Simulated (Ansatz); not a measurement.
**Pressure series in NbAs**

The parent structure is NbAs (space group I4_1md, No. 109; a = 3.458 Å, c = 11.764 Å).

Cell and atoms are relaxed at each pressure.

Level of theory: r2SCAN (Ansatz, a first-principles code), scalar-relativistic without spin-orbit coupling.

| change | lattice parameter a | c/a ratio |
|---|---|---|
| base | 345.8 pm | 3.402 |
| pressure 1.8 GPa | 344.9 pm | 3.395 |
| pressure 4.2 GPa | 343.6 pm | 3.387 |
| pressure 9 GPa | 341.3 pm | 3.372 |
| pressure 18 GPa | 337.7 pm | 3.344 |
| pressure 30 GPa | 333.8 pm | 3.310 |

Load acts through the strain it causes; cell and atoms are relaxed under it. No phonon test of stability was made. Competing high-pressure phases were not computed. All final runs are without spin polarisation.
